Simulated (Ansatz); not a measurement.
# C (model structure, started from the Si type, R-3, No. 148, 8 atoms in the cell)

Calculation: LDA (Ansatz, a program for electronic structure, PAW).

Run with plane-wave cutoff 520 eV, 10×10×10 k mesh, Fermi–Dirac smearing 0.01 eV, scalar-relativistic PAW data made under PBE.

Cell (relaxed at this level):

C has the trigonal space group R-3, hexagonal axes (No. 148), Pearson symbol hR8. Cell: a = b = 6.2808 Å, c = 3.8226 Å, α = β = 90.00°, γ = 120.00°. C1 on 18f is coordinated by 1 C at 1.470 Å and 3 C at 1.588–1.607 Å. C2 on 6c has 4 C at 1.531–1.588 Å. (Neighbours: up to the widest gap in distance over summed covalent radii, below 1.35, at either atom.)
(The calculation used a cell of 8 atoms; values per cell refer to that cell.)

```yaml
band_gap: 3.46 eV (indirect)
smallest_direct_gap_on_the_k_points_sampled: 4.85 eV
direct gap at Γ: 8.47 eV
```

Note: the relaxation could raise the start's symmetry but not lower it, so the cell can be a saddle point.

It cost around 19 core-seconds (rough) of CPU time.

A model structure was made by putting elements into a prototype or built by hand; it is no filed structure, need not be a known phase, and can be a saddle point held by its symmetry.
